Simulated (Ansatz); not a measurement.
Start from ZnO in the wurtzite structure (space group P6_3mc, No. 186).

```
ZnO
1.0
    3.27948     0.00000     0.00000
   -1.63974     2.84011     0.00000
    0.00000     0.00000     5.29371
Zn O
2 2
Direct
  0.33333   0.66667   0.00146
  0.66667   0.33333   0.50146
  0.33333   0.66667   0.38054
  0.66667   0.33333   0.88054
```

Cartesian axes are those of the cell as printed.

Calculations: DFT with PBE, PAW potentials and a 420 eV plane-wave cutoff in Ansatz (a quantum-chemistry and plane-wave program), without spin-orbit coupling.

Now apply this change: the cell is stretched by 0.60 % along z with no lateral relaxation; the atoms relax in the strained cell.

Task: How does this affect the stress?

Result: The stress (xx, yy, zz, yz, xz, xy; compression positive) is (-0.54, -0.54, -1.20, 0.00, 0.00, 0.00) GPa.

Stability against distortions was not tested.
